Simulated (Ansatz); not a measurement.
## B20 (FeSi-type) AlPt (cell taken from a computed entry)

Method: PBEsol in Ansatz (PAW).

Settings: plane-wave cutoff 500 eV, 12×12×12 k mesh, Fermi–Dirac smearing 0.1 eV, scalar-relativistic PAW data made under PBE.

Cell (relaxed at this level):

Space group P2₁3 (No. 198); a = b = c = 4.869 Å, α = β = γ = 90.00°

| atom | site | symmetry | x | y | z |
|---|---|---|---|---|---|
| Al | 4a | .3. | 0.8442 | 0.8442 | 0.8442 |
| Pt | 4a | .3. | 0.1540 | 0.1540 | 0.1540 |

| Item | Result |
|---|---|
| band gap | none |

Note: the relaxation could not lower the start's symmetry, so the cell can be a saddle point above a distorted one.

Spin–orbit coupling is not included.

Static lattice: no zero-point or thermal effects.

It cost around 6 core-minutes (rough) of CPU time.

Ansatz is a program for electronic structure.
